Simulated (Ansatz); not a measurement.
Consider PbSe in the rock salt structure (space group Fm-3m, No. 225).

```xyz
2
Lattice="0.0000 3.0508 3.0508 3.0508 0.0000 3.0508 3.0508 3.0508 0.0000" Properties=species:S:1:pos:R:3 pbc="T T T"
Pb     0.0000     0.0000     0.0000
Se     3.0508     3.0508     3.0508
```

Method: DFT with PBEsol, PAW potentials and a 420 eV plane-wave cutoff in Ansatz (a program for electronic structure), without spin-orbit coupling.

Strains are applied to the cell and any free atomic positions relax.

One change was made to it. Results:

The energy grows by 29 meV/atom; the pressure goes from zero to 4.79 GPa.

Name the change that was made.
(A) isotropic strain +1.00 %
(B) isotropic strain +3.00 %
(C) isotropic strain −1.00 %
(D) isotropic strain −2.50 %

D, isotropic strain −2.50 %. For comparison, the energy relative to the base in the other runs: isotropic strain −1.00 % gives +4.4 meV/atom; isotropic strain +1.00 % gives +4.1 meV/atom; isotropic strain +3.00 % gives +35 meV/atom.

Whether these cells are dynamically stable was not tested.
